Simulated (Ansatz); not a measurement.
The parent structure is Mg2Ge in the anti-fluorite structure (space group Fm-3m, No. 225; a = 6.3644 Å).

Computed with Kohn–Sham DFT with the PBEsol functional, run in Ansatz (a program for electronic structure) with PAW and 420 eV plane waves, scalar-relativistic without spin-orbit coupling.

Strains are applied to the cell and any free atomic positions relax.

One change was made to it. Results:

| quantity | base | after |
|---|---|---|
| band gap | 0.08 eV | zero |
| energy relative to the base (free energy F) | 0 meV/atom | +31 meV/atom |
| pressure | 0.0 GPa | 5.8 GPa |

Q: Which change produced these results?
A) isotropic strain +0.50 %
B) isotropic strain −2.00 %
C) isotropic strain −3.00 %
D) isotropic strain −2.50 %
E) isotropic strain +1.50 %

A: C, isotropic strain −3.00 %. For comparison, the energy relative to the base in the other runs: isotropic strain +0.50 % gives +0.8 meV/atom; isotropic strain −2.50 % gives +21 meV/atom; isotropic strain −2.00 % gives +13 meV/atom; isotropic strain +1.50 % gives +6.8 meV/atom.

Stability against distortions was not tested. The final runs are not spin-polarised. Gaps under 0.05 eV, about the width of the smearing, are given as zero. The zero or small gap of Mg2Ge can change with the level of theory.
